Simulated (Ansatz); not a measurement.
Reference: TaRh3 (Pm-3m), PBEsol, DFPT electron-phonon coupling, linearised Boltzmann equation (plane waves, PAW, scalar-relativistic; Ansatz, an electronic-structure program); geometry: relaxed with this functional, without spin-orbit coupling.

```cif
data_Rh3Ta
_chemical_formula_sum 'Ta1 Rh3'
_space_group_name_H-M_alt 'Pm-3m'
_space_group_IT_number 221
_space_group_name_Hall '-P 4 2 3'
_cell_length_a 3.84588
_cell_length_b 3.84588
_cell_length_c 3.84588
_cell_angle_alpha 90.000
_cell_angle_beta 90.000
_cell_angle_gamma 90.000
loop_
_atom_site_label
_atom_site_type_symbol
_atom_site_symmetry_multiplicity
_atom_site_Wyckoff_symbol
_atom_site_fract_x
_atom_site_fract_y
_atom_site_fract_z
_atom_site_occupancy
Ta1 Ta 1 a 0.00000 0.00000 0.00000 1
Rh1 Rh 3 c 0.00000 0.50000 0.50000 1
```

| Item | Result |
|---|---|
| resistivity at 300 K | 8.1 μΩ·cm |
| mean free path at 300 K | 14.0 nm |
| electron-phonon coupling λ | 0.22 |
| logarithmic mean phonon energy | 21 meV |

**Question.** Swap Ta for Nb, keeping the structure type. How do these values move?

**Answer.** NbRh3 (Pm-3m): volume per atom 14.2 to 14.2 Å³; resistivity at 300 K stays about the same (8.1 μΩ·cm to 8.2 μΩ·cm); mean free path at 300 K stays about the same (14.0 nm to 13.3 nm); electron-phonon coupling λ rises (0.22 to 0.24); logarithmic mean phonon energy stays about the same (21 meV to 22 meV).

**Question.** Swap Ta for Hf, keeping the structure type. How do these values move?

**Answer.** HfRh₃ (Pm-3m): volume per atom 14.2 to 14.8 Å³; resistivity at 300 K rises (8.1 μΩ·cm to 11.2 μΩ·cm); mean free path at 300 K falls (14.0 nm to 7.7 nm); electron-phonon coupling λ rises (0.22 to 0.38); logarithmic mean phonon energy falls (21 meV to 18.3 meV).

**Question.** Swap Rh for Os, keeping the structure type. How do these values move?

**Answer.** TaOs₃ (Pm-3m): volume per atom 14.2 to 14.7 Å³; resistivity at 300 K rises (8.1 μΩ·cm to 15.9 μΩ·cm); mean free path at 300 K falls (14.0 nm to 4.0 nm); electron-phonon coupling λ rises (0.22 to 0.85); logarithmic mean phonon energy falls (21 meV to 14.6 meV).

Moves up to 6 % count as about the same. Metals; harmonic phonons alone scatter; means over directions. The mean free path is weighted by the current that each state carries. Halving the electron mesh moves these values by up to 4 %; q meshes are mostly untested. Some of the runs warned that the eigensolver left states short of its tolerance. Spin-orbit coupling is left out.

Formula and space group known from diffraction (Crystallography Open Database), not checked to be the room-temperature form: HfRh3 (Pm-3m), NbRh3 (Pm-3m), TaRh3 (Pm-3m). Computed structure with no diffraction record at hand here (it may be known, metastable or hypothetical): TaOs3 (Pm-3m). The missing spin-orbit coupling matters most for HfRh3 (Pm-3m), TaOs3 (Pm-3m), TaRh3 (Pm-3m).
